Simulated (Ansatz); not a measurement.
## A constructed model of the (100) surface of fcc Pd, a pseudomorphic layer of Re in the host's stacking (bottom of the slab: a bare face, its two planes held)

Level of theory: PBE (plane waves to 420 eV, PAW; Ansatz, a first-principles code).

Model: 7-atom slab, 12.1 Å thick at the start, 13x13x1 mesh, Fermi-Dirac 0.1 eV, dipole correction, 2 atoms held, the rest relaxed; start symmetry kept, larger cells not searched; no spin, no spin-orbit, no U. It is one candidate, not shown to be the stable structure of the face.

The work function of the top face comes out as 5.36 eV and the energy released by relaxation comes out as 0.57 eV. The cost is about 2.2 core-minutes (a rough figure).
